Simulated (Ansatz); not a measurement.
Output of an Ansatz run (abridged):

```
WARN the atoms were moved onto the symmetric positions of the space group found under crystal.symmetry.tolerance 1.0e-5 (fractional …
WARN ansatz: RAYON_NUM_THREADS=1 ignored (pool sized by the plan → 1); use --threads N
Pseudopotentials: kind: paw
Pseudopotential: Lu, paw, valence charge 25
Pseudopotential: Cl, paw, valence charge 7
Crystal: 8 atoms, lattice volume = 265.334 Å³
Basis set: ecut = 420 eV, 5183 PW (Γ)
Bands: 56, of which v1, the nominal top of the filled ones, is band 46 counted from 1 (45 counted from 0)
Symmetry: 6 space group operations
Space group: P3m1 (ITA 156), of the structure as read, at distance tolerance 6.4e-5 Å
k-points: 15 of 63 (time reversal used)
PAW frozen core: Lu, regenerated for the run's functional, and the local potential with it
PAW frozen core: Cl, regenerated for the run's functional, and the local potential with it
Initial density: superposition of atomic densities (neutral atoms: chi_scale 0, normalization atom), corrected by the library's trained network
Initial wavefunctions: pseudopotential atomic-orbital guess
Eigensolver: davidson
Functional: x = slater, c = lda
SCF iter   1: F=—  HF=-35267.235112 eV  |F-HF|=—  |Δ(HF+E_count)|=         —  Δρ=6.03e-3  dr2=1.22e-1  ethr=1.77e-3  ⟨swp⟩=4.7  Hψ=2784  notcnv=0  defer=99
all-band conjugate gradients solve this SCF's bands
preconditioner: auto → Resta (q_TF=auto, 2.287 Å⁻¹)
SCF iter   2: F=—  HF=-35267.206550 eV  |F-HF|=—  |Δ(HF+E_count)|=   2.86e-2  Δρ=2.99e-3  dr2=2.00e-2  ethr=1.32e-4  ⟨swp⟩=2.9  Hψ=1507  notcnv=0  defer=120
SCF iter   3: F=—  HF=-35267.205498 eV  |F-HF|=—  |Δ(HF+E_count)|=   1.05e-3  Δρ=1.48e-3  dr2=4.72e-3  ethr=2.17e-5  ⟨swp⟩=2.5  Hψ=1509  notcnv=0  defer=119
SCF iter   4: F=—  HF=-35267.200825 eV  |F-HF|=—  |Δ(HF+E_count)|=   4.67e-3  Δρ=6.36e-4  dr2=1.10e-3  ethr=5.13e-6  ⟨swp⟩=2.9  Hψ=1580  notcnv=0  defer=119
SCF iter   5: F=—  HF=-35267.200672 eV  |F-HF|=—  |Δ(HF+E_count)|=   1.53e-4  Δρ=1.24e-4  dr2=5.01e-5  ethr=1.20e-6  ⟨swp⟩=2.2  Hψ=1508  notcnv=0  defer=119
SCF iter   6: F=—  HF=-35267.200972 eV  |F-HF|=—  |Δ(HF+E_count)|=   2.99e-4  Δρ=2.85e-5  dr2=3.40e-6  ethr=5.45e-8  ⟨swp⟩=2.0  Hψ=1465  notcnv=0  defer=71
SCF iter   7: F=—  HF=-35267.200973 eV  |F-HF|=—  |Δ(HF+E_count)|=   8.36e-7  Δρ=7.55e-6  dr2=1.70e-7  ethr=3.70e-9  ⟨swp⟩=2.9  Hψ=1595  notcnv=0  defer=71
SCF iter   8: F=—  HF=-35267.200973 eV  |F-HF|=—  |Δ(HF+E_count)|=   1.57e-7  Δρ=8.07e-6  dr2=1.41e-7  ethr=1.09e-10  ⟨swp⟩=14.7  Hψ=5745  notcnv=0
SCF iter   9: F=-35267.200973 eV  HF=-35267.200973 eV  |F-HF|=2.48e-8  |Δ(HF+E_count)|=   1.89e-7  Δρ=1.64e-6  dr2=1.17e-8  ethr=1.09e-10  ⟨swp⟩=3.7  Hψ=3796  notcnv=0
SCF 1 converged in 9 iterations: F = -35267.200973 eV  dr2 = 1.17e-8
SCF converged after 9 iterations
Free energy (F): -35267.200973 eV
Harris-Foulkes:  -35267.200973 eV  (|F-HF|=2.48e-8)
Internal energy: -35267.200973 eV  (E = F + TS)
E sigma→0 (E₀):  -35267.200973 eV
Fermi energy:    1.117091 eV
--- Per-component energies (eV) ---
  E_band       = -703.353983
  E_kinetic    = 1804.093183
  E_local      = -23953.791197  (includes V_loc(G=0)·N_el)
  E_nonlocal   = 1357.620561
  E_hartree    = 10315.019110
  E_xc         = -1067.631195
  E_vxc        = -1243.670552  (∫ρ·V_xc dr)
  E_paw        = -18023.575790  (= ΣΔE_a)
  E_vpaw       = 702.358623  (= ΣTr[D̂ρ^β])
  E_aug_tail   = 0.000646  (compensation charges beyond the density's cutoff)
  E_ewald      = -5704.716512
  E_core_change = 5.780220  (= ΣΔE_core)
  E_smearing   = -0.000000  (= −TS)
  E_closure    = 0.000000  (closes the sum)
  Σ components = -35267.200973   (vs F -35267.200973, Δ=0.00e0)
--- Forces (eV/Å), atoms counted from 1 ---
  atom   1  Lu    -0.00000000    -0.00000000    -0.32210628
  atom   2  Lu     0.00000000    -0.00000000     0.00048304
  atom   3  Cl    -0.08691378     0.05017969     0.10765782
  atom   4  Cl     0.10081856    -0.05820762    -0.00045362
  atom   5  Cl    -0.10081856    -0.05820762    -0.00045362
  atom   6  Cl     0.08691378     0.05017969     0.10765782
  atom   7  Cl     0.00000000    -0.10035939     0.10765782
  atom   8  Cl     0.00000000     0.11641524    -0.00045362
  max |Σ_I F_I| component: 1.07e-5 eV/Å
--- Stress (GPa, compression-positive) ---
       -0.888915       0.000000      -0.000000
        0.000000      -0.888915      -0.000000
       -0.000000      -0.000000      -1.728005
  P = ⅓ Tr σ = -1.1686 GPa (-11.686 kbar)
  The stress holds the Pulay correction. Without it, at fixed plane waves, as pw.x and ABINIT print it: P = -1.1828 GPa
--- Band table (eV; the first three rows and the last of 15) ---
  k-point 0: bands = ["-53.0100", "-53.0031", "-23.8005", "-23.8005", "-23.7951", "-23.7951", "-23.5886", "-23.5842", "-12.5108", "-12.3576", "-11.8150", "-11.8150", "-11.7423", "-11.7423", "-2.4238", "-2.0709", "-1.8932", "-1.8932", "-1.8636", [...]
  k-point 1: bands = ["-53.0079", "-53.0010", "-23.7884", "-23.7884", "-23.7829", "-23.7829", "-23.6604", "-23.6560", "-12.3732", "-12.2293", "-11.8037", "-11.8037", "-11.7386", "-11.7386", "-2.1912", "-1.9582", "-1.8867", "-1.8867", "-1.8535", [...]
  k-point 2: bands = ["-53.0032", "-52.9963", "-23.8171", "-23.8126", "-23.7609", "-23.7609", "-23.7555", "-23.7555", "-12.0504", "-11.9403", "-11.7779", "-11.7779", "-11.7334", "-11.7334", "-1.9870", "-1.9395", "-1.8581", "-1.8581", "-1.8482", [...]
  k-point 14: bands = ["-52.9994", "-52.9925", "-23.9385", "-23.9339", "-23.7388", "-23.7388", "-23.7334", "-23.7334", "-11.7629", "-11.7530", "-11.7529", "-11.7316", "-11.7315", "-11.7270", "-2.1998", "-2.1987", "-1.8300", "-1.8222", "-1.8172", [...]
```

The structure:

```
CELL_PARAMETERS angstrom
      9.41660     0.00000     0.00000
     -4.70830     8.15502     0.00000
      0.00000     0.00000     3.45521
ATOMIC_POSITIONS crystal
  Lu 0.66667 0.33333 0.26447
  Lu 0.33333 0.66667 0.75000
  Cl 0.78410 0.21590 0.75000
  Cl 0.21590 0.78410 0.25000
  Cl 0.56820 0.78410 0.25000
  Cl 0.43180 0.21590 0.75000
  Cl 0.78410 0.56820 0.75000
  Cl 0.21590 0.43180 0.25000
```

Q: Reconstruct the input of this run.

A: Other spellings and defaults could give the same log, and not every line can be read from it. The input that was run (DFT, LDA (PW92), plane waves, default PAW files made with PBE):

Ansatz 0.2 input:
```yaml
# LuCl3
crystal:
  lattice:
    - [9.416600, 0.000000, 0.000000]
    - [-4.708300, 8.155015, 0.000000]
    - [0.000000, 0.000000, 3.455207]
  atoms:
    - { symbol: Lu, position_ang: [4.708305, 2.718336, 0.913802] }
    - { symbol: Lu, position_ang: [-0.000005, 5.436679, 2.591405] }
    - { symbol: Cl, position_ang: [6.367034, 1.760668, 2.591405] }
    - { symbol: Cl, position_ang: [-1.658734, 6.394347, 0.863802] }
    - { symbol: Cl, position_ang: [1.658734, 6.394347, 0.863802] }
    - { symbol: Cl, position_ang: [3.049566, 1.760668, 2.591405] }
    - { symbol: Cl, position_ang: [4.708300, 4.633680, 2.591405] }
    - { symbol: Cl, position_ang: [-0.000000, 3.521335, 0.863802] }
basis:
  ecutwfc: 420.0 eV
kpoints:
  mp_grid: { grid: [3, 3, 7] }
hamiltonian:
  xc: lda
  pseudopotentials: { kind: paw }
scf:
  occupations: { method: fixed }
output:
  forces: true
  eigenvalues: true
  stress: true
```

The starting cell comes from a database of computed structures (which also holds hypothetical and non-ambient phases and stackings), without a prior relaxation at this level. Its lattice was rescaled by up to half a per cent. One atom was moved a little off its site on purpose. Spin-orbit coupling is off. Ansatz's pressure includes its estimate of the finite-basis (Pulay) stress.

Ansatz is a first-principles code.
